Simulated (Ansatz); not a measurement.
Amorphous In24Al6Zn9O54, 93 atoms at 6.20 g/cm³, one PBE-relaxed geometry, zone centre. Methods: PBE, scalar-relativistic without spin-orbit coupling (Ansatz, a first-principles code); r2SCAN, scalar-relativistic without spin-orbit coupling (Ansatz); HSE06, scalar-relativistic without spin-orbit coupling (Ansatz). Plane waves to 420 eV (r2SCAN 500 eV); exact exchange is cut at the cell's faces. At PBE the levels at the filled edge of the gap are localised (band-tail or defect states). All rungs ran without spin polarisation.

A CHGNet melt-quench gave the starting glass, which DFT then relaxed. O atoms were pushed apart under 1.9 Å during the dynamics, to hinder bonds among them. The hot cell started wider than the set density and was brought back towards it in steps. It is the lowest in DFT energy of 4 quenches. It is a model cell: composition and starting density were chosen by hand, and all elements were melted together. No dispersion term was used. A short ab initio anneal came between quench and relaxation. Its density started from a set value of 6.20 and ended at 6.20 g/cm³. The simulated quench (nominally 88 K/ps over its main leg) is rapid and tends to freeze in more defects than a deposited or slowly cooled glass has. A cell of this size samples the disorder only roughly. The volume was held where the preparation left it and the shape relaxed, at a PBE pressure of 3.8 GPa. Stress components on the final sampling reach 3.9 GPa.

The relaxation ran on the zone centre alone. At PBE the level gap is 0.59 eV on a 2×2×2 Γ-centred mesh, and the spacing at the zone centre alone 0.61 eV.

Question: What zone-centre spacing does r2SCAN give, roughly?

Answer: 1.08 eV (+0.47 eV against PBE).

Question: What zone-centre spacing does HSE06 give, roughly?

Answer: 2.16 eV (+1.55 eV against PBE).

The highest filled and the lowest empty state spread over these numbers of atoms (participation numbers): PBE: 9.7 and 78.1; r2SCAN: 10.2 and 75.2; HSE06: 14.7 and 74.2.
